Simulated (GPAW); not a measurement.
Input and output of a self-consistent single point for La (P6_3/mmc, 2 atoms in the cell) (GPAW).

Method of the run: PBE, GPAW PAW datasets PBE (gpaw-data 1.0.1) (plane waves; GPAW).

The change in words: lattice scaled by 0.98. Reference geometry:
```yaml
crystal:
  lattice:
    - [3.74628, 0.00000, 0.00000]
    - [-1.87314, 3.24438, 0.00000]
    - [0.00000, 0.00000, 6.08245]
  atoms:
    - { symbol: La, position: [0.33333, 0.66667, 0.25000] }
    - { symbol: La, position: [0.66667, 0.33333, 0.75000] }
```

Reference input (self-consistent single point, DFT PBE, plane waves, GPAW PAW datasets PBE (gpaw-data 1.0.1)): mode = pw; ecut = 850 eV; xc = PBE; kpts = 13 13 7; mesh shift (steps) = 0 0 0; occupations.name = methfessel-paxton; occupations.width = 0.136 eV; occupations.order = 0; nbands = -8; symmetry.symmorphic = false; symmetry.tolerance = 0.0005; maxiter = 100. This run's input differs from it in these lines:

```diff
@@ -5,5 +5,5 @@
 atoms = Atoms(['La', 'La'],
-              cell=[[3.746285, 0.000000, 0.000000],
-                    [-1.873142, 3.244377, 0.000000],
-                    [0.000000, 0.000000, 6.082446]],
+              cell=[[3.671359, 0.000000, 0.000000],
+                    [-1.835679, 3.179489, 0.000000],
+                    [0.000000, 0.000000, 5.960797]],
               scaled_positions=[[0.333333, 0.666667, 0.250000],
```

Log, with long lists cut:

```
     iter     time        total  log10-change:
                         energy   eigst   dens
iter:   1 --:--:--    -9.566064
iter:   2 --:--:--    -9.560813   -0.53  -1.32
iter:   3 --:--:--   -12.180186   +0.42  -1.32
iter:   4 --:--:--    -9.606413   +0.08  -0.76
iter:   5 --:--:--    -9.399631   -0.35  -1.35
   [... 3 lines left out ...]
iter:   9 --:--:--    -9.468741   -1.31  -2.34
iter:  10 --:--:--    -9.433478   -1.97  -1.63
iter:  11 --:--:--    -9.382000   -1.42  -1.71
iter:  12 --:--:--    -9.386007   -2.25  -2.22
iter:  13 --:--:--    -9.378672c  -1.77  -2.14
iter:  14 --:--:--    -9.379515c  -2.21  -2.92
   [... lines left out ...]
iter:  29 --:--:--    -9.380497c  -4.96  -4.27c
iter:  30 --:--:--    -9.380487c  -5.27  -3.91
iter:  31 --:--:--    -9.380486c  -5.64  -4.46c
iter:  32 --:--:--    -9.380486c  -5.98  -4.47c
iter:  33 --:--:--    -9.380488c  -6.12  -4.46c
iter:  34 --:--:--    -9.380486c  -6.28  -4.56c
iter:  35 --:--:--    -9.380487c  -6.53  -4.57c
   [... 2 lines left out ...]
iter:  38 --:--:--    -9.380488c  -6.34  -4.61c
iter:  39 --:--:--    -9.380487c  -6.96  -5.15c
iter:  40 --:--:--    -9.380487c  -7.07  -4.84c
iter:  41 --:--:--    -9.380488c  -7.07  -5.39c
iter:  42 --:--:--    -9.380488c  -7.42c -5.63c
Converged after 42 iterations.

Dipole moment: (0.000000, 0.000000, -0.000000) |e|*Ang

Energy contributions relative to reference atoms: (reference = -462226.245442)

Kinetic:        +18.423303
Potential:      -10.577431
External:        +0.000000
XC:             -16.477717
Entropy (-ST):   -0.030779
Local:           -0.733253
SIC:             +0.000000
--------------------------
Free energy:     -9.395877
Extrapolated:    -9.380488

Showing only first 2 kpts
 Kpt  Band  Eigenvalues  Occupancy
  0     9      8.64641    2.00000
  0    10     11.58933    0.00000
  0    11     11.85065    0.00000
  0    12     11.85066    0.00000

  1     9      8.68953    2.00000
  1    10     11.53901    0.00000
  1    11     11.83760    0.00000
  1    12     11.83761    0.00000

Fermi level: 10.47413

No gap
No difference between direct/indirect transitions
Energy (eV): -9.380488

Forces in eV/Ang:
  0 La    0.00000    0.00000    0.00000
  1 La    0.00000   -0.00000   -0.00000

Stress tensor:
    -0.014459     0.000000     0.000000
     0.000000    -0.014459     0.000000
     0.000000     0.000000    -0.015465
Stress (GPa, Voigt): [-2.3166 -2.3166 -2.4777  0.      0.      0.    ]
```

The run converged in 42 iterations. GPAW prints stress with tension positive. Against the reference run the free energy goes up by 19.5 meV/atom and the pressure goes from 0.56 to 2.37 GPa.

The starting cell was generated: these elements placed on a structure prototype, without a prior relaxation; it need not be a known phase or ordering of this composition. Its lattice was rescaled by a random factor within 2.5 % of one. For this run, on top of that: lattice scaled by 0.98.

Cost on one core of a shared machine: roughly 5 min.
